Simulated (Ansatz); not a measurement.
Response to strain in WC

The reference is WC (space group P-6m2, No. 187; a = 2.922 Å, c = 2.846 Å; relaxed with 0.1 eV smearing).

Strains are applied to the cell and any free atomic positions relax.

All numbers come from Kohn–Sham DFT with the PBE functional, run in Ansatz (a program for electronic structure) with PAW and 420 eV plane waves, no spin-orbit coupling.

Notes on the quantities. energy relative to the base: free energy F.

| isotropic strain (%) | energy relative to the base (meV/atom) |
|---|---|
| -0.59 | 4.0 |
| -0.52 | 3.1 |
| 0 | 0.0 |
| 2.58 | ? |
| 5.47 | 286.5 |

Question: Fit ΔE = Aε² + Bε³ (ε in %) to the rows shown and predict the withheld row.

Answer: Least squares on the printed values gives A = 11.3 and B = -0.32 meV/atom (largest residual 0.0 meV/atom); this predicts 69.8 meV/atom, and the run gives 69.9 meV/atom, in agreement.

No phonon test of stability was made. All final runs are without spin polarisation.
